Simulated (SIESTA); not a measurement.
A self-consistent single point of Cs2AgBiBr6 (Fm-3m, 10 atoms in the cell) with SIESTA.

Level of theory: GGA PBE, numerical atomic orbitals DZP, PseudoDojo PBE standard norm-conserving potentials (rewritten from UPF to PSML) (SIESTA).

```yaml
crystal:
  lattice:
    - [0.00000, 5.87684, 5.87684]
    - [5.87684, 0.00000, 5.87684]
    - [5.87684, 5.87684, 0.00000]
  atoms:
    - { symbol: Cs, position: [0.75000, 0.75000, 0.75000] }
    - { symbol: Cs, position: [0.25000, 0.25000, 0.25000] }
    - { symbol: Ag, position: [0.50000, 0.50000, 0.50000] }
    - { symbol: Bi, position: [0.00000, 0.00000, 0.00000] }
    - { symbol: Br, position: [0.74919, 0.25081, 0.25081] }
    - { symbol: Br, position: [0.25081, 0.74919, 0.74919] }
    - { symbol: Br, position: [0.25081, 0.74919, 0.25081] }
    - { symbol: Br, position: [0.74919, 0.25081, 0.74919] }
    - { symbol: Br, position: [0.25081, 0.25081, 0.74919] }
    - { symbol: Br, position: [0.74919, 0.74919, 0.25081] }
```

Reference input (self-consistent single point, DFT, GGA PBE, numerical atomic orbitals DZP, PseudoDojo PBE standard norm-conserving potentials (rewritten from UPF to PSML)): XC.functional = GGA; XC.authors = PBE; potentials = PseudoDojo PBE standard; PAO.BasisSize = DZP; PAO.EnergyShift = 0.01 Ry; MeshCutoff = 300 Ry; kgrid.MonkhorstPack = 3 3 3 shifted by 0.5 0.5 0.5; OccupationFunction = FD; ElectronicTemperature = 10 K; MaxSCFIterations = 150; SCF.Mixer.Method = Pulay; SCF.Mixer.Weight = 0.2. This run's input differs from it in these lines:

```diff
@@ -49,3 +49,6 @@
 SCF.Mixer.History            6
-SCF.DM.Tolerance             1.0E-04
+SCF.DM.Converge              false
+SCF.H.Converge               false
+SCF.FreeE.Converge           true
+SCF.FreeE.Tolerance          1.0E-03 eV
 Diag.ParallelOverK           true
```

Output, abridged:

```
        iscf     Eharris(eV)        E_KS(eV)     FreeEng(eV)     dDmax    Ef(eV) dHmax(eV)
   scf:    1   -10274.113254   -10278.758138   -10278.758138  0.711139 -2.469362 21.619244
   scf:    2   -10290.917254   -10287.552440   -10287.552440  0.483338 -3.900075  6.512404
   scf:    3   -10289.372511   -10288.637168   -10288.637168  0.090434 -4.548563  2.885926
   scf:    4   -10288.979951   -10288.878227   -10288.878227  0.086673 -3.746601  0.593557
   scf:    5   -10288.900132   -10288.910878   -10288.910878  0.022508 -3.995434  0.588284
   scf:    6   -10288.917068   -10288.921735   -10288.921735  0.012912 -3.978281  0.229626
   scf:    7   -10288.924457   -10288.923276   -10288.923276  0.003241 -3.954658  0.116823
   scf:    8   -10288.923533   -10288.923855   -10288.923855  0.002628 -3.943396  0.055338
SCF Convergence by FreeE criterion
|FreeE_i-FreeE_(i-1)| (eV) <     0.00100000
max |DM_out - DM_in|         :     0.0026283889
max |H_out - H_in|      (eV) :     0.0553381552
SCF cycle converged after 8 iterations

Using DM_out to compute the final energy and forces

siesta: E_KS(eV) =           -10288.9239

siesta: E_KS - E_eggbox =    -10288.9239

siesta: Atomic forces (eV/Ang):
     1   -0.000156   -0.000156   -0.000156
     2    0.000156    0.000156    0.000156
     3   -0.000000   -0.000000    0.000000
     4   -0.000000    0.000000    0.000000
     5   -0.006839   -0.000736   -0.000736
     6    0.006839    0.000736    0.000736
     7   -0.000736   -0.006839   -0.000736
     8    0.000736    0.006839    0.000736
     9   -0.000736   -0.000736   -0.006839
    10    0.000736    0.000736    0.006839
   [... lines left out ...]
siesta: FreeEng =    -10288.923855
   [... lines left out ...]
siesta:     0.012665   -0.000010   -0.000010
siesta:    -0.000010    0.012665   -0.000010
siesta:    -0.000010   -0.000010    0.012665

siesta: Cell volume =        405.939766 Ang**3

siesta: Pressure (static):
siesta:                Solid            Molecule  Units
siesta:          -0.00013794         -0.00013899  Ry/Bohr**3
siesta:          -0.01266512         -0.01276156  eV/Ang**3
siesta:         -20.29175431        -20.44626786  kBar
```

The run converged in 8 iterations. Against the reference run the free energy stays essentially unchanged (within 1 meV/atom), the pressure stays at -2.03 GPa, the largest force goes from 0.002 to 0.007 eV/Å and the gap on the mesh hardly changes (1.547 to 1.551 eV).

The starting cell comes from a database of computed structures (which also holds hypothetical and non-ambient phases and stackings), without a prior relaxation at this level. Its lattice was rescaled by a random factor within 2.5 % of one. Spin-orbit coupling is off. Values carry the incompleteness of an atom-centred basis. The basis of the alkali or alkaline-earth atoms may lack their empty d shell, which can raise the gap. The shifted mesh does not hold Γ, so a gap read on it misses any band edge there.

Cost on one core of a shared machine: roughly 30 s.
